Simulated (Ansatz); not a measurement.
The reference is Au in the fcc (Cu type) structure (space group Fm-3m, No. 225; a = 4.124 Å).

The values are results of Ansatz (a quantum-chemistry and plane-wave program), r2SCAN, PAW, cutoff 500 eV, scalar-relativistic without spin-orbit coupling, not measurements.

Base values:

| Item | Value |
|---|---|
| Volume per atom | 17.54 Å³ |

Now apply this change: P takes the place of Au on all its sites, then cell and atoms are relaxed.

Tabulated Pauling electronegativity and covalent radius: Au 2.54, 1.36 Å; P 2.19, 1.07 Å.

**Question.** How does this affect the volume per atom?

**Answer.** The volume per atom drops by 2.873 Å³ to 14.66 Å³.

No phonon test of stability was made. As relaxed here, P is a hypothetical phase, not in the database extracts checked.
